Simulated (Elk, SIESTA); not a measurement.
A SIESTA input for a self-consistent single point of Ti2Sn (P6_3/mmc, 6 atoms in the cell) (DFT, GGA PBEsol, numerical atomic orbitals DZP, PseudoDojo PBEsol standard norm-conserving potentials (rewritten from UPF to PSML)):

```
# files in the folder: Ti.psml Sn.psml (PseudoDojo PBEsol standard)
SystemName  Ti2Sn
SystemLabel Ti2Sn

NumberOfAtoms                6
NumberOfSpecies              2
%block ChemicalSpeciesLabel
  1 22 Ti
  2 50 Sn
%endblock ChemicalSpeciesLabel
LatticeConstant              1.0 Ang
%block LatticeVectors
     4.640643000    0.000000000    0.000000000
    -2.320322000    4.018914000    0.000000000
     0.000000000    0.000000000    5.506483000
%endblock LatticeVectors
AtomicCoordinatesFormat      ScaledCartesian
%block AtomicCoordinatesAndAtomicSpecies
     2.320323654    1.339636660    1.376620750  1
    -0.000002654    2.679277340    4.129862250  1
     0.000000000    0.000000000    0.000000000  1
     0.000000000    0.000000000    2.753241500  1
     2.320323654    1.339636660    4.129862250  2
    -0.000002654    2.679277340    1.376620750  2
%endblock AtomicCoordinatesAndAtomicSpecies

XC.functional                GGA
XC.authors                   PBEsol
PAO.BasisSize                DZP
PAO.EnergyShift              0.01 Ry
MeshCutoff                   350 Ry
%block kgrid.MonkhorstPack
    7   0   0  0.0
    0   7   0  0.0
    0   0   5  0.0
%endblock kgrid.MonkhorstPack
OccupationFunction           FD
ElectronicTemperature        1160.45 K

MaxSCFIterations             150
SCF.Mixer.Method             Pulay
SCF.Mixer.Weight             0.25
SCF.Mixer.History            6
SCF.DM.Tolerance             1.0E-04
Diag.ParallelOverK           true
WriteForces                  true
```

**Question.** Give the Elk input for the same structure, mesh, smearing and functional.

**Answer.** This is the input that was run; spellings and numerical settings could be chosen otherwise.

```
tasks
  0

xctype
  22

rgkmax
  7.5

gmaxvr
  16.0

nxlo
  2

lorbcnd
  .true.

lmaxi
  3

swidth
  0.00367493

maxscl
  100

scale
  1.889726125

avec
    4.6406425797    0.0000003475    0.0000000000
   -2.3203215908    4.0189141902    0.0000000000
    0.0000000000    0.0000000000    5.5064830000

sppath
  './'

atoms
  2
  'Ti.in'
  4
  0.6666666667  0.3333333333  0.2500000000    0.0 0.0 0.0
  0.3333333333  0.6666666667  0.7500000000    0.0 0.0 0.0
  0.0000000000  0.0000000000  0.0000000000    0.0 0.0 0.0
  0.0000000000  0.0000000000  0.5000000000    0.0 0.0 0.0
  'Sn.in'
  2
  0.6666666667  0.3333333333  0.7500000000    0.0 0.0 0.0
  0.3333333333  0.6666666667  0.2500000000    0.0 0.0 0.0

ngridk
  7 7 5
```

Basis, cutoffs, solver keys and any potentials are the target program's own. This input uses DFT, PBEsol, all-electron FP-LAPW, Elk's shipped species files, APW+lo basis with extra local orbitals.

The starting cell comes from a database of computed structures (which also holds hypothetical and non-ambient phases and stackings), without a prior relaxation at this level. For this run, on top of that: lattice scaled by 0.98.
